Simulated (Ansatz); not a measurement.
BaHfO3 (Pm-3m): electron mass 0.524 mₑ, hole mass 2.17 mₑ, dielectric constants ε∞ = 4.77 and ε₀ = 46.9, effective LO phonon energy 62 meV (band masses from Ansatz (a quantum-chemistry and plane-wave program) with PBE, rigid bands, cell and atoms relaxed with PBE; dielectric constants and zone-centre modes from LDA in Ansatz on its own relaxed cell).

### Question
Estimate a shallow donor's binding energy, its radius and the Mott density in the hydrogenic model.

### Answer
E_d = 13.606 eV × m/ε₀² = 3.24 meV and a = 0.0529 nm × ε₀/m = 4.74 nm; n^(1/3) a = 0.26 gives 1.7e17 cm⁻³. The orbit spans many cells, so the model is sensible.

### Question
Bracket the exciton binding energy.

### Answer
The reduced mass is 0.422 mₑ, which gives 2.61 meV with ε₀ and 252 meV with ε∞. The phonon energy lies between the two, so neither limit holds, and the model's value lies between them.

Isotropic masses (harmonic means over directions) and a parabolic band; the masses carry the functional's gap error.

Computed structure with no diffraction record at hand here (it may be known, metastable or hypothetical): BaHfO3 (Pm-3m). The missing spin-orbit coupling matters most for BaHfO3 (Pm-3m).
